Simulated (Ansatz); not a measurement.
Levels about the gap of amorphous Ga24O41Ta2 (67 atoms in a cell of 839 Å³, 5.33 g/cm³; zone centre alone, so wide bands show as single levels with stretches between that a denser mesh fills), at the geometry that PBE relaxed, where it gives 1.6 GPa on a denser mesh. The participation number counts the atoms over which a state spreads; weights are charges in smoothed Voronoi cells. The levels come from a single point, so bond lengths are those of that geometry. Method of the levels: PBE, scalar-relativistic without spin-orbit coupling (Ansatz, a first-principles code). Sampling: the zone centre alone; Fermi-Dirac width 0.02 eV; no spin polarisation. At PBE the levels at the filled edge of the gap are localised (band-tail or defect states), and the nearest spread-out levels lie 2.3 eV apart at the zone centre.

The cell was made by melting and quenching with the CHGNet potential and then relaxed with DFT. O atoms were pushed apart under 1.9 Å during the dynamics, to hinder bonds among them. The hot cell started wider than the set density and was brought back towards it in steps. It is the lowest in DFT energy of 2 quenches. It is a model cell: composition and starting density were chosen by hand, and all elements were melted together. No dispersion term was used. Its density started from a set value of 5.33 and ended at 5.33 g/cm³. The simulated quench (nominally 280 K/ps over its main leg) is rapid and tends to freeze in more defects than a deposited or slowly cooled glass has. Values belong to this one cell and scatter from quench to quench. The volume was held where the preparation left it and the shape relaxed, at a PBE pressure of 1.6 GPa. Stress components on the final sampling reach 1.7 GPa. On a 2×2×2 Γ-centred mesh force components of up to 0.13 eV/Å stay, since the relaxation ran on the zone centre alone.

```tsv
E - E(highest filled), eV	filling	participation number	largest on	weight O	weight Ga	weight Ta
-0.45	filled	15.3	O, 3 neighbours	0.95	0.05	0.00
-0.41	filled	16.1	O, 3 neighbours	0.95	0.05	0.00
-0.39	filled	14.7	O, 3 neighbours	0.94	0.05	0.00
-0.32	filled	10.7	O, 3 neighbours	0.95	0.04	0.00
-0.27	filled	11.2	O, 3 neighbours	0.95	0.05	0.00
-0.12	filled	7.0	O, 3 neighbours	0.95	0.05	0.00
0.00	filled	3.5	O, 3 neighbours	0.96	0.04	0.00
1.94	empty	58.9	Ga, 4 neighbours	0.53	0.45	0.01
3.90	empty	6.3	Ta, 6 neighbours	0.38	0.18	0.45
4.09	empty	39.0	Ga, 5 neighbours	0.54	0.41	0.05
4.15	empty	10.0	Ta, 6 neighbours	0.41	0.19	0.40
4.32	empty	25.7	Ta, 6 neighbours	0.50	0.30	0.20
4.36	empty	7.1	Ta, 6 neighbours	0.41	0.14	0.45
4.52	empty	24.9	Ta, 6 neighbours	0.47	0.30	0.23
```

Most localised among these is the filled level at +0.00 eV, on a O atom, which has 3 neighbours (Ga 1.87 Å, Ga 1.89 Å, Ga 1.99 Å).
